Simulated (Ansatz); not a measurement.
InP under load (space group I-4m2), r2SCAN with spin-orbit coupling, rigid bands run with Ansatz (an electronic-structure program). Condition of this run: biaxial stress xx = yy = -2 GPa (compression positive) (the target of the relaxation). Band gap 0.76 eV, N_c = 4.80e17 cm⁻³ and N_v = 4.93e18 cm⁻³ at 300 K, conductivity masses along y (a = (0.00, 3.02, 2.88) Å; b = (3.02, 0.00, 2.88) Å; c = (3.02, 3.02, 0.00) Å) of 0.0790 mₑ (electrons) and 0.485 mₑ (holes). Take k_BT = 0.02585 eV.

A film of it is 8 nm thick, with its normal along the direction named. Estimate the confinement energies in an infinite well.

ħ²π²/(2m t²) = 0.376 eV·nm²/(m/mₑ × t²) gives 74.4 meV for electrons and 12.1 meV for holes, so the gap would widen to about 0.85 eV. Finite barriers and nonparabolic bands lower this, and with several valleys or bands the heaviest mass along the normal sets the lowest level, not this average.

What thermal injection velocity √(2k_BT/πm) limits a ballistic channel along the direction named?

1.91e7 cm/s for electrons and 7.73e6 cm/s for holes, a ratio of √(m_h/m_e) = 2.48, for dilute carriers.

Find the intrinsic carrier density and the intrinsic Fermi level.

n_i = √(N_c N_v) exp(−E_g/2k_BT) = 1.54e18 × exp(−14.70) = 6.4e11 cm⁻³. The level lies (k_BT/2) ln(N_v/N_c) = 30 meV from mid-gap (positive towards the conduction band). Each 0.1 eV added to the gap lowers n_i by a factor of 6.9.

Rigid bands with the computed gap; masses take one relaxation time for all states.
